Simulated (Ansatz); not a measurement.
Base system: Mo in the simple cubic structure (space group Pm-3m, No. 221; a = 2.601 Å; a hypothetical phase, not in the database extracts checked; relaxed with 0.1 eV smearing). Axes: x, y, z lie along the cube axes.

Computed with Ansatz (a quantum-chemistry and plane-wave program), PBE, PAW, cutoff 420 eV, spin-orbit coupling left out.

Before the change:

| Quantity | Result |
|---|---|
| Shortest interatomic distance | 2.601 Å |
| Pressure | 0.0 GPa |

Perturbation: uniaxial strain ε_yy = −1.88 %, all other strain components held at zero; the atoms relax in the strained cell.

Question: How does this affect the shortest interatomic distance, energy relative to the base and pressure?

Answer: The shortest interatomic distance drops by 0.049 Å (2.601 Å → 2.552 Å); the energy increases by 8.3 meV/atom; the pressure (mean of the normal stresses, compression positive) goes from zero to 3.9 GPa.

Stability against distortions was not tested. All final runs are without spin polarisation.
